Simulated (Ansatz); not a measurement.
Reference: Cs2AgBiBr6 (Fm-3m), PBEsol, rigid bands (plane waves, PAW, scalar-relativistic; Ansatz, an electronic-structure program); axes and stresses refer to this cell.

```
AgBiCs2Br6
1.0
    0.00000     5.59353     5.59353
    5.59353     0.00000     5.59353
    5.59353     5.59353     0.00000
Cs Ag Bi Br
2 1 1 6
Direct
  0.75000   0.75000   0.75000
  0.25000   0.25000   0.25000
  0.50000   0.50000   0.50000
  0.00000   0.00000   0.00000
  0.74607   0.25393   0.25393
  0.25393   0.74607   0.74607
  0.25393   0.74607   0.25393
  0.74607   0.25393   0.74607
  0.25393   0.25393   0.74607
  0.74607   0.74607   0.25393
```

The hole conductivity mass comes out as 0.39 mₑ, the Seebeck coefficient, n-type 1e19 cm⁻³ is -256 μV/K and the electron conductivity mass is 0.28 mₑ.

Question: Change: functional r2SCAN on the same cell. What happens to hole conductivity mass, Seebeck coefficient, n-type 1e19 cm⁻³, electron conductivity mass?

Answer: hole conductivity mass moves little, to 0.40 mₑ; Seebeck coefficient, n-type 1e19 cm⁻³ grows in size to -263 μV/K; electron conductivity mass goes up to 0.30 mₑ.

Masses are for dilute carriers at 300 K, harmonic means over directions unless an axis is named. Seebeck coefficients are for the stated density at 300 K, with one relaxation time for all states and whether or not that doping can be reached. Spin-orbit coupling is left out unless a row names it; without it the gap and masses of crystals with these elements can be far off. 

Formula and space group known from diffraction (Crystallography Open Database), not checked to be the room-temperature form: Cs2AgBiBr6 (Fm-3m).
